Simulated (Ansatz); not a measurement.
Results of PBE (Ansatz, a quantum-chemistry and plane-wave program, plane waves, PAW) for rutile MgH2.

Settings: plane-wave cutoff 520 eV, 6×6×8 k mesh (along the axes of the cell as run), scalar-relativistic PAW data made under PBE.

Computed at the level's own relaxed cell.

Hill averages of the elastic tensor: K = 49.7 GPa, G = 33.9 GPa. Volume 10.245 Å³/atom, mean atomic mass 8.774 u.

### Question
Work out the density, the sound velocities of a polycrystal and the elastic Debye temperature at this level.

### Answer
ρ = 1.66054 × 8.774/10.245 = 1.422 g/cm³. v_l = √[(K + 4G/3)/ρ] = 8.169 km/s and v_t = √(G/ρ) = 4.883 km/s. The mean follows from 3/v_m³ = 1/v_l³ + 2/v_t³: v_m = 5.404 km/s. Θ_D = (ħ/k_B) v_m (6π²/V)^(1/3) = 76.38 K Å s/km × 5.404 × 1.7946 Å⁻¹ = 741 K, counting all atoms of the cell.
